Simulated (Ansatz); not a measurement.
CaTiO₃ (Pnma, No. 62): properties by level of theory

```
level (code)            volume per atom (Å³/atom)  bulk modulus (GPa)  band gap (eV)
----------------------  -------------------------  ------------------  -------------
LDA (Ansatz)                                10.68          (withheld)           2.43
BLYP (Ansatz)                          (withheld)                 165     (withheld)
PBEsol-D3(BJ) (Ansatz)                      10.79          (withheld)           2.46
rVV10 (Ansatz)                         (withheld)          (withheld)     (withheld)
```

Question: Complete the blanks.

Answer: 
- LDA (Ansatz, a program for electronic structure), bulk modulus (GPa): 202
- BLYP (Ansatz), volume per atom (Å³/atom): 11.68
- BLYP (Ansatz), band gap (eV): 2.36
- PBEsol-D3(BJ) (Ansatz), bulk modulus (GPa): 195
- rVV10 (Ansatz), volume per atom (Å³/atom): 11.45
- rVV10 (Ansatz), bulk modulus (GPa): 176
- rVV10 (Ansatz), band gap (eV): 2.38

Computed values are for a static lattice.  LDA, BLYP, PBEsol-D3(BJ), rVV10: the relaxation could not lower the start's symmetry, so the cell can be a saddle point above a distorted one. Each level is taken at its own relaxed cell. Ansatz's density-functional and Hartree–Fock values are scalar-relativistic unless marked +SOC, with PAW data made under PBE.

Caveats: the relaxation could not lower the start's symmetry, so the cell can be a saddle point above a distorted one (LDA, BLYP, PBEsol-D3(BJ), rVV10). Ansatz's density-functional and Hartree–Fock values are scalar-relativistic unless marked +SOC, with PAW data made under PBE.

Static lattice: no zero-point or thermal effects.
